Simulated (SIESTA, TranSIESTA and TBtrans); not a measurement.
Run with TranSIESTA and TBtrans (open boundaries, self-consistent; PseudoDojo norm-conserving potentials, scalar-relativistic): Spin polarized, PAO.BasisSize DZP, PAO.EnergyShift 0.15 eV, XC.Authors PBE, Mesh.Cutoff 200 Ry, ElectronicTemperature 300 K, TS.Voltage 0.0 eV, TBT.Elecs.Eta 0.001 eV.

Device: Ta chain with one bond stretched by 2.0 Å. Leads: straight Ta chain, spacing 2.35 Å. Geometry: as built, not relaxed. Transport runs along z; the first 6 and the last 6 of the 20 atoms are the lead cells, repeated to infinity.

```xyz
20
Lattice="9.000 0.000 0.000 0.000 9.000 0.000 0.000 0.000 49.000" Properties=species:S:1:pos:R:3 pbc="F F T"
Ta     4.500     4.500     0.000
Ta     4.500     4.500     2.350
Ta     4.500     4.500     4.700
Ta     4.500     4.500     7.050
Ta     4.500     4.500     9.400
Ta     4.500     4.500    11.750
Ta     4.500     4.500    14.100
Ta     4.500     4.500    16.450
Ta     4.500     4.500    18.800
Ta     4.500     4.500    21.150
Ta     4.500     4.500    25.500
Ta     4.500     4.500    27.850
Ta     4.500     4.500    30.200
Ta     4.500     4.500    32.550
Ta     4.500     4.500    34.900
Ta     4.500     4.500    37.250
Ta     4.500     4.500    39.600
Ta     4.500     4.500    41.950
Ta     4.500     4.500    44.300
Ta     4.500     4.500    46.650
```
Starting moments (μB): atom 7 +1, atom 8 +1, atom 9 +1, atom 10 +1, atom 11 +1, atom 12 +1, atom 13 +1, atom 14 +1; lead atoms +1 (left) and +1 (right).

**Question.** Predict: conductance at 300 K (G0 = 2e²/h); thermopower (μV/K); mean T from −0.5 to 0.5 eV.

**Answer.** conductance at 300 K (G0 = 2e²/h): 0.70; thermopower (μV/K): -2.9; mean T from −0.5 to 0.5 eV: 0.71. The magnetic order of the leads was set by the start, and no other order was tried; the separate lead runs end at 1.06 (left) and 1.06 (right) μB an atom. The straight chain is held at its spacing; free chains may zigzag or dimerise. Spin-orbit coupling, left out here, matters for the heavy atoms.
